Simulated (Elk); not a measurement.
A self-consistent single point of Ca2H3Br (P1, 6 atoms in the cell) with Elk.

Level of theory: LDA (PW92), all-electron FP-LAPW, Elk's shipped species files, default APW+lo basis (Elk 10.2.4).

```
CELL_PARAMETERS angstrom
      3.90294     0.00000     0.00000
     -1.95147     3.38004     0.00000
      0.00000     0.00000     6.85353
ATOMIC_POSITIONS crystal
  Ca 0.67656 0.33846 0.18471
  Ca 0.33980 0.67080 0.81487
  H  0.65430 0.32589 0.85108
  H  0.32767 0.66617 0.15000
  H  0.99972 0.99906 0.99772
  Br 0.00194 0.99962 0.50162
```

Reference input (self-consistent single point, DFT, PBEsol, all-electron FP-LAPW, Elk's shipped species files, default APW+lo basis): xctype = 22; rgkmax = 7; stype = 3; swidth = 0.000367493 Ha; ngridk = 6 6 3. This run's input differs from it in these lines:

```diff
@@ -4,3 +4,3 @@
 xctype
-  22
+  3
```

Output (repeated stretches shortened):

```
│ Self-consistent loop started │
│ Loop number : 1 │
 total energy                :     -3965.87963834
│ Loop number : 2 │
 total energy                :     -3965.92547589
RMS change in Kohn-Sham potential (target) :   0.1383607091     (  0.1000000000E-05)
Absolute change in total energy (target)   :   0.4583754952E-01 (  0.1000000000E-03)
│ Loop number : 3 │
 total energy                :     -3965.75802367
RMS change in Kohn-Sham potential (target) :   0.1264310144     (  0.1000000000E-05)
Absolute change in total energy (target)   :   0.1559928316     (  0.1000000000E-03)
│ Loop number : 4 │
   [... lines left out ...]
Absolute change in total energy (target)   :   0.1009150810E-02 (  0.1000000000E-03)
│ Loop number : 13 │
 total energy                :     -3962.86242919
RMS change in Kohn-Sham potential (target) :   0.6933427911E-06 (  0.1000000000E-05)
Absolute change in total energy (target)   :   0.2824111912E-03 (  0.1000000000E-03)
│ Loop number : 14 │
 total energy                :     -3962.86243483
RMS change in Kohn-Sham potential (target) :   0.1603576232E-06 (  0.1000000000E-05)
Absolute change in total energy (target)   :   0.6496219157E-04 (  0.1000000000E-03)
Convergence targets achieved

│ Loop number : 15 │

Energies :
 Fermi                       :     0.192444438064
 total energy                :     -3962.86243507

Density of states at Fermi energy :   0.2744072113E-06
 (states/Hartree/unit cell)

Estimated indirect band gap :   0.6309521380E-01
 from k-point     73 to k-point     54
Estimated direct band gap   :   0.7064969172E-01
 at k-point     37

Charges :
 core                        :    38.00000000
 valence                     :    40.00000000
 interstitial                :    5.745700517
 muffin-tins (core leakage)
  species :    1 (Ca)
   atom    1                 :    18.22693592     (  0.1977366537E-07)
   atom    2                 :    18.22959502     (  0.1975976183E-07)
  species :    2 (H)
   atom    1                 :   0.7799807219     (   0.000000000    )
   atom    2                 :   0.7794937312     (   0.000000000    )
   atom    3                 :   0.7146037990     (   0.000000000    )
  species :    3 (Br)
   atom    1                 :    33.52369029     (  0.2383330191E-04)
 total in muffin-tins        :    72.25429948
 total calculated charge     :    78.00434520
 total charge                :    78.00000000
 error                       :   0.4345199681E-02

│ Self-consistent loop stopped │
```

The run converged in 15 iterations. The count includes the last loop, which Elk runs after its targets are met. Against the reference run the gap on the mesh goes from 1.828 to 1.717 eV.

The starting cell comes from a database of computed structures (which also holds hypothetical and non-ambient phases and stackings), without a prior relaxation at this level. Its atoms were displaced at random from the sites of space group no. 164. Values depend on the basis (sphere radii, cutoffs, local orbitals), which need not be converged.

Cost on one core of a shared machine: roughly 5 min.
